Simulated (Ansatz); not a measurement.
Consider the following.

```yaml
crystal:
  lattice:
    - [3.89596, 0.00000, 0.00000]
    - [0.00000, 3.89596, 0.00000]
    - [0.00000, 0.00000, 3.89596]
  atoms:
    - { symbol: Sc, position: [0.00000, 0.00000, 0.00000] }
    - { symbol: Ir, position: [0.00000, 0.50000, 0.50000] }
    - { symbol: Ir, position: [0.50000, 0.00000, 0.50000] }
    - { symbol: Ir, position: [0.50000, 0.50000, 0.00000] }
```

Level of theory: PBEsol, DFPT electron-phonon coupling, linearised Boltzmann equation (plane waves, PAW, scalar-relativistic; Ansatz, an electronic-structure program). Cell: relaxed with this functional, without spin-orbit coupling.

**Question.** Predict the intrinsic resistivity at 300 K.

**Answer.** 18.6 μΩ·cm.

**Question.** And the electrons' mean free path at that temperature?

**Answer.** 4.0 nm, weighted by the current that each state carries. Wires not much wider than this gain resistivity from their walls.

A metal at this level (no band gap). Only scattering by harmonic phonons is included (no impurities, grain boundaries, electron-electron scattering or thermal expansion). Spin-orbit coupling is left out, which matters with elements this heavy. Halving the electron mesh (24x24x24) moves the resistivity by up to 1 % at 300 K, the mean free path by up to 4 %. Smearing 0.20 eV; phonons on a 4x4x4 q mesh, which this run doesn't test.

Computed structure with no diffraction record at hand here (it may be known, metastable or hypothetical): ScIr3 (Pm-3m).
